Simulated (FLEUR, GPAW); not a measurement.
A FLEUR input for a self-consistent single point of Be4NiGe (F-43m, 6 atoms in the cell) (DFT, LDA (Perdew-Zunger), all-electron FLAPW (FLEUR), scalar-relativistic valence):

Input of the input generator:

```
Be4NiGe
&input film=f /
0.0000000000 3.0659100000 3.0659100000
3.0659100000 0.0000000000 3.0659100000
3.0659100000 3.0659100000 0.0000000000
1.8897261246
1.0 1.0 1.0

6
4 0.3767400000 0.3767400000 0.3767400000
4 0.8697800000 0.3767400000 0.3767400000
4 0.3767400000 0.3767400000 0.8697800000
4 0.3767400000 0.8697800000 0.3767400000
28 0.7500000000 0.7500000000 0.7500000000
32 -0.0000000000 -0.0000000000 -0.0000000000

&comp jspins=1 /
&exco xctyp='pz' /
&kpt div1=12 div2=12 div3=12 gamma=t /
&end /
```

```xml
<?xml version="1.0" encoding="UTF-8" standalone="no"?>
<fleurInput fleurInputVersion="0.39">
   <comment>
      Be4NiGe                                                                                             
   </comment>
   <calculationSetup>
      <cutoffs Kmax="4.3" Gmax="17.2" GmaxXC="17.2" numbands="0"/>
      <scfLoop itmax="60" minDistance="0.00001" maxIterBroyd="40" imix="Anderson" alpha="0.05" precondParam="0.0" spinf="2.0"/>
      <coreElectrons ctail="T" frcor="F" kcrel="0" coretail_lmax="0"/>
      <xcFunctional name="pz" relativisticCorrections="F"/>
      <magnetism jspins="1"/>
      <soc l_soc="F" theta="0.0" phi="0.0" spav="F"/>
      <expertModes spex="0" secvar="F"/>
      <geometryOptimization l_f="T" forcealpha="1.0" forcemix="BFGS" epsdisp="0.00001" epsforce="0.00001"/>
      <ldaU l_linMix="F" mixParam="0.05" spinf="1.0"/>
   </calculationSetup>
   <cell>
      <bzIntegration valenceElectrons="38.0" mode="hist" fermiSmearingEnergy="0.00183747">
         <kPointListSelection listName="default-1"/>
         <!-- k-points included here -->
         <xi:include xmlns:xi="http://www.w3.org/2001/XInclude" href="kpts.xml"> </xi:include>
      </bzIntegration>
      <!-- symmetry operations included here -->
      <xi:include xmlns:xi="http://www.w3.org/2001/XInclude" href="sym.xml"> </xi:include>
      <bulkLattice scale="1.0">
         <bravaisMatrix>
            <row-1>    0.0000000000000000     5.7937302226723864     5.7937302226723864</row-1>
            <row-2>    5.7937302226723864     0.0000000000000000     5.7937302226723864</row-2>
            <row-3>    5.7937302226723864     5.7937302226723864     0.0000000000000000</row-3>
         </bravaisMatrix>
      </bulkLattice>
   </cell>
   <atomSpecies>
      <species name="Beryllium (Be)" element="Be" atomicNumber="4">
         <mtSphere radius="1.89" gridPoints="651" logIncrement="0.016"/>
         <atomicCutoffs lmax="8" lnonsphr="6"/>
         <electronConfig flipSpins="F">
            <coreConfig>(1s1/2)</coreConfig>
            <valenceConfig>(2s1/2)</valenceConfig>
         </electronConfig>
         <energyParameters s="2" p="2" d="3" f="4"/>
      </species>
      <species name="Nickel (Ni)" element="Ni" atomicNumber="28">
         <mtSphere radius="2.35" gridPoints="811" logIncrement="0.015"/>
         <atomicCutoffs lmax="10" lnonsphr="8"/>
         <electronConfig flipSpins="F">
            <coreConfig>(1s1/2) (2s1/2) (2p1/2) (2p3/2) (3s1/2)</coreConfig>
            <valenceConfig>(3p1/2) (3p3/2) (4s1/2) (3d3/2) (3d5/2)</valenceConfig>
            <stateOccupation state="(3d3/2)" spinUp="1.6" spinDown="1.6"/>
            <stateOccupation state="(3d5/2)" spinUp="2.4" spinDown="2.4"/>
         </electronConfig>
         <energyParameters s="4" p="4" d="3" f="4"/>
         <lo type="SCLO" l="1" n="3" eDeriv="0"/>
      </species>
      <species name="Germanium (Ge)" element="Ge" atomicNumber="32">
         <mtSphere radius="2.35" gridPoints="811" logIncrement="0.015"/>
         <atomicCutoffs lmax="10" lnonsphr="8"/>
         <electronConfig flipSpins="F">
            <coreConfig>(1s1/2) (2s1/2) (2p1/2) (2p3/2) (3s1/2) (3p1/2) (3p3/2)</coreConfig>
            <valenceConfig>(4s1/2) (3d3/2) (3d5/2) (4p1/2) (4p3/2)</valenceConfig>
            <stateOccupation state="(4p1/2)" spinUp="0.3333333333333" spinDown="0.3333333333333"/>
            <stateOccupation state="(4p3/2)" spinUp="0.6666666666667" spinDown="0.6666666666667"/>
         </electronConfig>
         <energyParameters s="4" p="4" d="3" f="4"/>
         <lo type="HELO" l="2" n="4" eDeriv="0"/>
      </species>
   </atomSpecies>
   <atomGroups>
      <atomGroup species="Beryllium (Be)">
         <relPos label="                   1">.3767400000 .3767400000 .3767400000</relPos>
         <relPos label="                   2">-.1302200000 .3767400000 .3767400000</relPos>
         <relPos label="                   3">.3767400000 .3767400000 -.1302200000</relPos>
         <relPos label="                   4">.3767400000 -.1302200000 .3767400000</relPos>
         <force calculate="T" relaxXYZ="TTT"/>
      </atomGroup>
      <atomGroup species="Nickel (Ni)">
         <relPos label="                   5">-1.000/4.000 -1.000/4.000 -1.000/4.000</relPos>
         <force calculate="T" relaxXYZ="TTT"/>
      </atomGroup>
      <atomGroup species="Germanium (Ge)">
         <relPos label="                   6">.0000000000 .0000000000 .0000000000</relPos>
         <force calculate="T" relaxXYZ="TTT"/>
      </atomGroup>
   </atomGroups>
   <output dos="F" band="F" slice="F">
      <checks vchk="F" cdinf="F"/>
      <bandDOS minEnergy="-.5*Htr" maxEnergy="0.5*Htr" sigma="0.015" storeEVData="T"/>
      <vacuumDOS vacdos="F" integ="F" star="F" nstars="0" locx1="0.0" locy1="0.0" locx2="0.0" locy2="0.0" nstm="0" tworkf="0.0"/>
      <unfoldingBand unfoldBand="F" supercellX="1" supercellY="1" supercellZ="1"/>
      <plotting iplot="0" polar="F">
         <plot TwoD="T" vec1="  1.0  0.0  0.0" vec2="  0.0  1.0  0.0" vec3="  0.0  0.0  1.0" zero="  0.0  0.0  0.0" file="plot"/>
      </plotting>
      <chargeDensitySlicing numkpt="0" minEigenval="0.0" maxEigenval="0.0" nnne="0" pallst="F"/>
      <specialOutput eonly="F"/>
      <magneticCircularDichroism mcd="F" energyLo="-10.0" energyUp="0.0"/>
   </output>
  <!-- We include the file relax.xml here to enable relaxations (see documentation) -->
  <xi:include xmlns:xi="http://www.w3.org/2001/XInclude" href="relax.xml"> <xi:fallback/> </xi:include>
</fleurInput>
```

Task: Write the same calculation as an input for GPAW.

Result: This is the input that was run; spellings and numerical settings could be chosen otherwise.

```python
from ase import Atoms
from ase.units import GPa
from gpaw import GPAW, PW, FermiDirac

atoms = Atoms(['Be', 'Be', 'Be', 'Be', 'Ni', 'Ge'],
              cell=[[0.000000, 3.065910, 3.065910],
                    [3.065910, 0.000000, 3.065910],
                    [3.065910, 3.065910, 0.000000]],
              scaled_positions=[[0.376740, 0.376740, 0.376740],
                                [0.869780, 0.376740, 0.376740],
                                [0.376740, 0.376740, 0.869780],
                                [0.376740, 0.869780, 0.376740],
                                [0.750000, 0.750000, 0.750000],
                                [0.000000, 0.000000, 0.000000]],
              pbc=True)

calc = GPAW(mode=PW(800),
            xc='LDA',
            kpts={'size': (12, 12, 12), 'gamma': True},
            occupations=FermiDirac(0.05),
            nbands=-14,
            symmetry={'symmorphic': False, 'tolerance': 0.0005},
            maxiter=100)

atoms.calc = calc

energy = atoms.get_potential_energy()
print('Energy (eV):', round(energy, 6))
forces = atoms.get_forces()
print('Forces (eV/Ang):')
print(forces.round(5))
stress = atoms.get_stress()
print('Stress (GPa, Voigt):', (stress / GPa).round(4))
```

Basis settings and potentials, where a program has them, do not carry over. This input uses DFT LDA (Perdew-Wang 92), plane waves, GPAW PAW datasets LDA (gpaw-data 1.0.1). LDA parametrisations can differ slightly between programs.

The starting cell comes from a database of computed structures (which also holds hypothetical and non-ambient phases and stackings), without a prior relaxation at this level.
